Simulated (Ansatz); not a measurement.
An Ansatz (a first-principles code) input (HSE06 (Ansatz, PAW, no spin-orbit coupling)):

Ansatz 0.2 input:
```yaml
crystal:
  lattice:
    - [0, 1.7418498287, 1.7418498287]
    - [1.7418498287, 0, 1.7418498287]
    - [1.7418498287, 1.7418498287, 0]
  atoms:
    - { symbol: C, position: [0.5, 0.5, 0.5] }
    - { symbol: C, position: [0.75, 0.75, 0.75] }
basis: { ecutwfc: 420, ecutrho_ratio: 4, xc_grid: 2, fft_grid_basis: typed }
kpoints: { mp_grid: { grid: [10, 10, 10] } }
hamiltonian:
  xc: hse06
  dispersion: none
  pseudopotentials: { kind: paw }
scf: { occupations: { method: fermi_dirac, width: 0.01 } }
output: { eigenvalues: true, eigenstates: { kpoints: [[0, 0, 0], [0.375, 0, 0.375], [0.5, 0, 0.5], [0.625, 0.25, 0.625], [0.375, 0.375, 0.75]] } }
```

Question: Which symmetry and how many k-points will the program report, and about how many plane waves at Γ?

Answer: Space group Fd-3m (ITA 227) with 48 operations, k-points 47 of 1000, and 181 plane waves at Γ.

Single points use the geometry relaxed with PBEsol. HSE06 was sampled on its mesh, a few special points and the semilocal edge points, so its gap is an upper bound. Load acts through the strain it causes; cell and atoms are relaxed under it. No phonon test of stability was made. No other phases were tried under pressure. The cell was made from C in the diamond structure (space group Fd-3m, No. 227) by this change: pressure 30 GPa.
